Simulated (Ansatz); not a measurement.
Co on the Al site in wurtzite AlN, relaxed from two starting moments at each charge below.

Level of theory: PBE, PAW (plane waves to 420 eV; Ansatz, a first-principles code). Details: 96-site cell; 2×2×2 shifted k-points; start: the Al site; host gap 4.03 eV; charged states image-corrected; no Hubbard U; finite-size errors of tenths of an eV; flagged in the runs: a host whose relaxation on this sampling wasn't shown to rest.

At charge +1 the runs end with 1.0 and 5.0 μB. The state with 1.0 μB lies 0.12 eV below the one with 5.0 μB.
